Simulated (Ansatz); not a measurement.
# Sc, response to strain

Base system: Sc in the hcp (Mg type) structure (space group P6_3/mmc, No. 194; relaxed with 0.1 eV smearing).

```
Sc
1.0
    3.27535     0.00000     0.00000
   -1.63768     2.83654     0.00000
    0.00000     0.00000     5.10512
Sc
2
Cartesian
  1.63768   0.94551   1.27628
  0.00000   1.89103   3.82884
```

Cartesian axes are those of the cell as printed.

Strains are applied to the cell and any free atomic positions relax.

The values are results of Ansatz (an electronic-structure program), PBEsol, PAW, cutoff 420 eV, scalar-relativistic without spin-orbit coupling, not measurements.

Notes on the quantities. energy relative to the base: free energy F; pressure: mean of the normal stresses, compression positive.

```json
[
 {"variant": "base", "volume per atom": "23.71 Å³", "energy relative to the base": "0 meV/atom", "pressure": "0.0 GPa"},
 {"variant": "uniaxial strain ε_xx = −3.00 %", "volume per atom": "23.00 Å³", "energy relative to the base": "+7.3 meV/atom", "pressure": "1.9 GPa"},
 {"variant": "uniaxial strain ε_xx = −2.50 %", "volume per atom": "23.12 Å³", "energy relative to the base": "+5.1 meV/atom", "pressure": "1.5 GPa"},
 {"variant": "uniaxial strain ε_xx = −2.00 %", "volume per atom": "23.24 Å³", "energy relative to the base": "+3.2 meV/atom", "pressure": "1.2 GPa"},
 {"variant": "uniaxial strain ε_xx = −1.50 %", "volume per atom": "23.36 Å³", "energy relative to the base": "+1.8 meV/atom", "pressure": "0.9 GPa"},
 {"variant": "uniaxial strain ε_xx = −1.00 %", "volume per atom": "23.48 Å³", "energy relative to the base": "+0.8 meV/atom", "pressure": "0.6 GPa"},
 {"variant": "uniaxial strain ε_xx = −0.50 %", "volume per atom": "23.60 Å³", "energy relative to the base": "+0.2 meV/atom", "pressure": "0.3 GPa"},
 {"variant": "uniaxial strain ε_xx = +0.50 %", "volume per atom": "23.83 Å³", "energy relative to the base": "+0.2 meV/atom", "pressure": "-0.3 GPa"},
 {"variant": "uniaxial strain ε_xx = +2.00 %", "volume per atom": "24.19 Å³", "energy relative to the base": "+3.0 meV/atom", "pressure": "-1.1 GPa"},
 {"variant": "uniaxial strain ε_xx = +2.50 %", "volume per atom": "24.31 Å³", "energy relative to the base": "+4.6 meV/atom", "pressure": "-1.4 GPa"}
]
```

No phonon test of stability was made. The final runs are not spin-polarised.
